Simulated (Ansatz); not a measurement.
Take Co$_{2}$Si (space group Pnma, No. 62; ferromagnetic) as the base.

```
CELL_PARAMETERS angstrom
      4.88329     0.00000     0.00000
      0.00000     3.71108     0.00000
      0.00000     0.00000     7.04170
ATOMIC_POSITIONS crystal
  Co 0.53638 0.25000 0.78254
  Co 0.03638 0.25000 0.71746
  Co 0.46362 0.75000 0.21746
  Co 0.96362 0.75000 0.28254
  Co 0.17328 0.25000 0.06463
  Co 0.67328 0.25000 0.43537
  Co 0.82672 0.75000 0.93537
  Co 0.32672 0.75000 0.56463
  Si 0.70259 0.25000 0.10573
  Si 0.20259 0.25000 0.39427
  Si 0.29741 0.75000 0.89427
  Si 0.79741 0.75000 0.60573
```

Method: PBE (Ansatz, a first-principles code; PAW; 420 eV plane waves; without spin-orbit coupling).

One change was made to it. Results:

| quantity | base | after |
|---|---|---|
| largest site moment | 0.43 μB | 0.40 μB |
| volume per atom | 10.63 Å³ | 10.55 Å³ |
| magnetic state | ferromagnetic | ferromagnetic |

Task: Which of these changes matches the shifts?
A) pressure 9 GPa
B) pressure 4.2 GPa
C) pressure 18 GPa
D) pressure 1.8 GPa

Result: D, pressure 1.8 GPa. For comparison, the volume per atom in the other runs: pressure 4.2 GPa gives 10.44 Å³; pressure 9 GPa gives 10.24 Å³; pressure 18 GPa gives 9.93 Å³.

The magnetic state is the one reached from the starting moments; the real material's order can differ, and small cells can't hold many antiferromagnetic ones. Load acts through the strain it causes; cell and atoms are relaxed under it. Stability against distortions was not tested. Competing high-pressure phases were not computed.
